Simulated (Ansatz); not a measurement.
Band structure of PbTe (Fm-3m, 2 atoms in the cell).

```yaml
crystal:
  lattice:
    - [0.00000, 3.23000, 3.23000]
    - [3.23000, 0.00000, 3.23000]
    - [3.23000, 3.23000, 0.00000]
  atoms:
    - { symbol: Te, position: [0.50000, 0.50000, 0.50000] }
    - { symbol: Pb, position: [0.00000, 0.00000, 0.00000] }
```

Computed with PBE, PAW files (plane waves; Ansatz, a first-principles code).

Settings: basis.ecutwfc = 420 eV; kpoints.mp_grid.grid = 9 9 9; hamiltonian.xc = pbe; hamiltonian.pseudopotentials = {kind: paw} (an earlier, softer set of the program's PAW files); scf.occupations.method = fermi_dirac; scf.occupations.width = 0.01 eV; kpoints.band_path.npoints = 8.

The starting cell has typed, rounded lattice constants, without a prior relaxation at this level. Spin-orbit coupling is off.

Question: Predict the gap along the standard path and the places of the band edges.

Answer: The gap along the path is 0.74 eV, direct at L to within 0.01 eV.

Levels in eV from the top of the valence band on the path, bands 12 to 18:
```csv
point,12,13,14,15,16,17,18
Γ,-5.60,-1.35,-1.35,-1.35,4.08,4.08,4.08
X,-7.29,-4.51,-2.81,-2.81,3.29,5.48,5.48
W,-7.98,-3.79,-3.79,-0.36,1.67,5.23,5.23
K,-7.96,-4.12,-2.30,-2.08,3.58,3.79,5.14
L,-8.59,-0.89,-0.89,0.00,0.74,1.27,1.27
U,-7.96,-4.12,-2.30,-2.08,3.58,3.79,5.14
```

Keys are those of Ansatz 0.2.
